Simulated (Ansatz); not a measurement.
BAs (F-43m), r2SCAN with spin-orbit coupling, rigid bands in Ansatz (a first-principles code): N_c = 3.43e19 cm⁻³ at 300 K and an electron conductivity mass of 0.297 mₑ.

**Question.** For 1e17 electrons per cm³ at 300 K, place the Fermi level, estimate the Seebeck coefficient of a parabolic band with constant τ, and give mobility and conductivity for τ = 10 fs.

**Answer.** The level lies k_BT ln(N_c/n) = 0.151 eV below the conduction-band minimum. S ≈ −(k_B/e)[ln(N_c/n) + 5/2] = -718 μV/K, against -714 μV/K from the full bands (mean over directions). μ = eτ/m = 59.2 cm²/(V·s) and σ = neμ = 0.949 S/cm. τ is assumed, not computed.

Band transport and this doping are assumed; polarons and phonon drag are left out. Geometry: cell and atoms relaxed with PBEsol.
